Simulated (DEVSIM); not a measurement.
Structure: abrupt Si p-n junction, at 300 K.

```tsv
layer (left to right)	material	thickness (μm)	Nd (cm⁻³)	Na (cm⁻³)	τn (s)	τp (s)
1	Si	0.150	-	3.1e18	0.00077	0.00077
2	Si	0.990	3.7e15	-	0.00077	0.00077
```

Left contact: ohmic. Right contact: ohmic. Voltage is applied to the left contact. Recombination: SRH at mid-gap, radiative. Mobility is μmin + (μ − μmin)/(1 + (N/Nref)^α).

The device is made up for the run: typed textbook-type constants, with dimensions and the other settings drawn at random. Values at 300 K.

```tsv
parameter	Si
gap (eV)	1.124
affinity (eV)	4.05
permittivity	11.7
Nc (cm⁻³)	2.86e19
Nv (cm⁻³)	3.1e19
μn (cm²/Vs)	1417
μp (cm²/Vs)	470
μn,min	52
μp,min	45
Nref,n	9.7e16
Nref,p	2.2e17
αn	0.68
αp	0.72
B (cm³/s)	4.7e-15
```

Model (solved in DEVSIM): 1D drift-diffusion, Boltzmann statistics, complete ionisation; no tunnelling, impact ionisation, image-force lowering or self-heating.

Question: Give the dark forward current.

Answer: 
```csv
V (V),J (A/cm²)
0.05,6.9e-9
0.10,5.3e-8
0.15,3.6e-7
0.20,2.4e-6
0.25,1.6e-5
0.30,0.00011
0.35,0.00071
0.40,0.0047
0.45,0.031
0.50,0.20
0.55,1.3
0.60,8.2
0.65,44
0.70,190
0.75,640
0.80,1900
0.85,5200
```
